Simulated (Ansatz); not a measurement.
O on the 1x1 (111) surface of fcc Ir, one in a 1x1 cell, energies for each (6.5 Å²). Energies are against ½ O2(g), without zero-point or thermal terms; each row is named by its start.

These are PBE (plane waves to 420 eV, PAW; Ansatz, a first-principles code) values and carry that method's errors.

Model: 5-atom slab, 6.6 Å thick at the start under the adsorbate (thin: gaps and levels are the slab's own), 12x12x1 mesh, Fermi-Dirac 0.1 eV, dipole correction, 2 atoms held, the rest relaxed; each run with such symmetry as its start has; spin where the adsorbate may keep a moment, no spin-orbit, no U, no dispersion correction.

A negative adsorption energy means that the adsorbate is more stable on the surface than in its reference. Starts that drift may end in the same place. Heights count from the host atoms within 0.3 Å of the top one.

```csv
starting site,E_ads (eV),height (Å),nearest host atom (Å),bonded to,Δ work function (eV),lateral drift (Å),moment (μB)
top Ir,-0.62,1.76,Ir 1.76,Ir,2.42,0.0,0.0
hollow Ir-Ir-Ir over Ir at depth 2.2 Å,-0.54,1.23,Ir 2.00,3 Ir,0.13,0.0,–
hollow Ir-Ir-Ir over Ir at depth 4.4 Å,-0.90,1.26,Ir 2.02,3 Ir,0.62,0.0,–
bridge Ir-Ir (span 2.7 Å),-0.90,1.26,Ir 2.02,3 Ir,0.62,0.8,–
```
